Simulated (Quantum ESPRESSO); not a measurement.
## How far to go with the k-point mesh: Rh (Fm-3m, 1 atom in the cell)

```
CELL_PARAMETERS angstrom
      0.00000     1.90950     1.90950
      1.90950     0.00000     1.90950
      1.90950     1.90950     0.00000
ATOMIC_POSITIONS crystal
  Rh 0.00000 0.00000 0.00000
```

Computed with PBE, PSlibrary ultrasoft (PBE) pseudopotentials (plane waves; Quantum ESPRESSO).

Base settings: ecutwfc = 60 Ry; ecutrho = 420 Ry; occupations = smearing; smearing = fermi-dirac; degauss = 0.0073499 Ry; potentials = {Rh: Rh.pbe-spn-rrkjus_psl.1.0.0.UPF}; K_POINTS = automatic 15 15 15 0 0 0; conv_thr = 1e-10 Ry.

The second cell is the first with its lattice scaled by 0.98.

Only quantities that move along the ladder and can be compared are tabulated.

The count of work is k-points × plane waves × bands × iterations; it is no time. Core times come from one kind of shared machine, to one figure; runs under 30 s give none.

The starting cell has typed, rounded lattice constants, without a prior relaxation at this level. Its lattice was rescaled by up to half a per cent. Spin polarisation is off.

```tsv
K_POINTS	free energy less the last step's (meV/atom)	energy of the compressed cell less the first (meV/atom)	pressure (GPa)	count of work / last	core time / last (rough)
automatic 3 3 3 0 0 0	1308.49	195.61	25.99	0.0040	–
automatic 4 4 4 0 0 0	-408.39	22.45	-5.15	0.0043	–
automatic 5 5 5 0 0 0	122.10	76.59	4.67	0.0054	–
automatic 6 6 6 0 0 0	74.09	69.95	3.39	0.0074	–
automatic 7 7 7 0 0 0	-53.39	54.77	0.69	0.011	–
automatic 8 8 8 0 0 0	23.11	66.27	2.75	0.016	–
automatic 9 9 9 0 0 0	9.53	61.95	1.97	0.016	–
automatic 10 10 10 0 0 0	-10.53	61.05	1.77	0.022	–
automatic 11 11 11 0 0 0	5.90	63.09	2.18	0.026	–
automatic 13 13 13 0 0 0	-2.86	61.84	1.93	0.039	–
automatic 14 14 14 0 0 0	1.03	61.57	1.91	0.048	–
automatic 15 15 15 0 0 0	-0.13	61.32	1.84	0.055	–
automatic 16 16 16 0 0 0	-0.91	61.81	1.92	0.067	–
automatic 17 17 17 0 0 0	-0.11	61.43	1.86	0.076	–
automatic 19 19 19 0 0 0	-0.49	61.51	1.88	0.10	–
automatic 21 21 21 0 0 0	0.05	61.48	1.87	0.13	–
automatic 23 23 23 0 0 0	0.21	61.57	1.89	0.17	–
automatic 26 26 26 0 0 0	0.14	61.59	1.89	0.24	0.3
automatic 29 29 29 0 0 0	0.11	61.57	1.89	0.31	0.3
automatic 32 32 32 0 0 0	0.07	61.59	1.89	0.41	0.4
automatic 39 39 39 0 0 0	-0.02	61.55	1.88	0.71	0.8
automatic 44 44 44 0 0 0	0.00	61.55	1.88	1.0	1
```

Coarsest K_POINTS that holds the free energy within 5 meV/atom of the last step, with all finer ones: automatic 13 13 13 0 0 0, at 0.039 of the last step's count of work; the step before is off by 5.9 meV/atom.

Coarsest K_POINTS that holds the energy of the compressed cell less the first within 0.2 meV/atom of the last step, with all finer ones: automatic 17 17 17 0 0 0, at 0.076 of the last step's count of work; the step before is off by 0.25 meV/atom.

Coarsest K_POINTS that holds the pressure within 0.2 GPa of the last step, with all finer ones: automatic 13 13 13 0 0 0, at 0.039 of the last step's count of work; the step before is off by 0.30 GPa.

The energy difference between the two cells stays within 1 meV/atom of the last step's from automatic 13 13 13 0 0 0 on, the total only from automatic 15 15 15 0 0 0 on: much of the error is common to both cells and cancels.
